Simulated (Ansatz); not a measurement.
The structure below was relaxed with Ansatz (an electronic-structure program), r2SCAN+rVV10, PAW, cutoff 500 eV, spin-orbit coupling left out, at pressure 2.1 GPa.

Space group P-3m1 (No. 164); a = b = 3.735 Å, c = 4.937 Å, α = β = 90.00°, γ = 120.00°

```tsv
atom	site	symmetry	x	y	z
Pt	1a	-3m.	0.0000	0.0000	0.0000
Se	2d	3m.	0.6667	0.3333	0.2603
```

**Question.** Write out a cell with all atoms.

**Answer.** 
```xyz
3
Lattice="3.7346 0.0000 0.0000 -1.8673 3.2343 0.0000 0.0000 0.0000 4.9370" Properties=species:S:1:pos:R:3 pbc="T T T"
Pt     0.0000     0.0000     0.0000
Se     1.8673     1.0781     1.2849
Se     0.0000     2.1562     3.6521
```
This is the conventional cell.

Load acts through the strain it causes; cell and atoms are relaxed under it. Whether these cells are dynamically stable was not tested. All final runs are without spin polarisation. The cell was made from PtSe₂ in the CdI2 type structure (space group P-3m1, No. 164; layered, stacked along the Cartesian z axis) by this change: pressure 2.1 GPa.
